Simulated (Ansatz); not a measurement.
Results of LDA (Ansatz, an electronic-structure program, PAW) for quartz-high SiO2 (high-temperature phase).

Numerical settings: plane-wave cutoff 520 eV, 12×12×6 k mesh (along the axes of the cell as run), Fermi–Dirac smearing 0.01 eV, scalar-relativistic PAW data made under PBE.

Cell (relaxed at this level):

Space group P6₂22 (No. 180); a = b = 5.0394 Å, c = 5.5270 Å, α = β = 90.00°, γ = 120.00°

```tsv
atom	site	symmetry	x	y	z
Si	3c	222	0.5000	0.0000	0.0000
O	6j	..2	0.4156	0.2078	0.1667
```

Give the computed band gap and smallest direct gap on the k points sampled.


- band gap = 5.49 eV (indirect)
- smallest direct gap on the k points sampled = 5.68 eV

Note: symmetry holds this phase in the static calculation, where it need not be a minimum; held by symmetry at 0 K, a high-temperature phase can be a saddle point.

The computed numbers hold no vibrational or temperature effects.
